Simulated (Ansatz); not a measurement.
## TaN: response to strain

Base system: TaN (space group P6/mmm, No. 191; a = 5.202 Å, c = 2.906 Å). Axes: x lies along a and z along c of the hexagonal cell.

Strains are applied to the cell and any free atomic positions relax.

All numbers come from PBEsol/PAW in Ansatz (an electronic-structure program), spin-orbit coupling left out.

Candidates:
(a) isotropic strain +1.03 %
(b) strain tensor (xx, yy, zz, yz, xz, xy) = (−2.05, −2.06, −1.88, −0.10, +1.01, +1.02) %
(c) isotropic strain +0.47 %

Notes on the quantities. energy relative to the base: free energy F.

Task: Order them by energy relative to the base, highest first.

Result: (b) strain tensor (xx, yy, zz, yz, xz, xy) = (−2.05, −2.06, −1.88, −0.10, +1.01, +1.02) % (+49 meV/atom), (a) isotropic strain +1.03 % (+11 meV/atom), (c) isotropic strain +0.47 % (+2.2 meV/atom)

Without a gap, meshes like the base's 10×10×16 leave anisotropic stresses uncertain by several tenths of a GPa, and small strain energies with them. Stability against distortions was not tested. The final runs are not spin-polarised. This is not the structure that TaN has at room temperature and ambient pressure.
